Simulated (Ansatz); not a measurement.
Given:

End structure of the (210) surface of bcc K in its 1x1 cell, outermost plane spacing 1.18 Å in the ideal cut:

```xyz
10
Lattice="5.2800 0.0000 0.0000 0.0000 11.8064 0.0000 0.0000 0.0000 27.0000" Properties=species:S:1:pos:R:3 pbc="T T T"
K      2.6400     3.2592     8.2756
K      0.0000     6.8828     9.5556
K      2.6400    10.7042    10.2191
K      0.0000     2.3772    11.8007
K      2.6400     5.8486    13.1811
K      0.0000     9.4998    13.8189
K      2.6400     1.1648    15.1993
K      0.0000     4.6442    16.7809
K      2.6400     8.4655    17.4444
K      0.0000     0.2827    18.7244
```

Model: 10-atom slab, 10.6 Å thick at the start, 7x4x1 mesh, Fermi-Dirac 0.1 eV, dipole correction, all atoms relaxed; held to the start's symmetry, so lower structures may exist; no spin, no spin-orbit, no U.

Problem. Predict the work function of the top face from PBE (Ansatz, a quantum-chemistry and plane-wave program).

Solution. 2.30 eV

Problem. Predict the surface energy (mean of both faces) from PBE.

Solution. 0.12 J/m²
